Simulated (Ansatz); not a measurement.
**Formation enthalpy of Y₂Ge (model structure, started from the Fe2P type, P-62m, No. 189, 9 atoms in the cell) at several levels of theory**

No measured value is used here.

```csv
level (code),value (eV/atom)
PBE (Ansatz),-0.655
PBEsol (Ansatz),-0.700
PBE-D3(BJ) (Ansatz),-0.706
```

Each level is taken at its own relaxed cell. Ansatz's density-functional and Hartree–Fock values are scalar-relativistic unless marked +SOC, with PAW data made under PBE.

A model structure was made by putting elements into a prototype or built by hand; it is no filed structure, need not be a known phase, and can be a saddle point held by its symmetry.

Ansatz is a quantum-chemistry and plane-wave program.
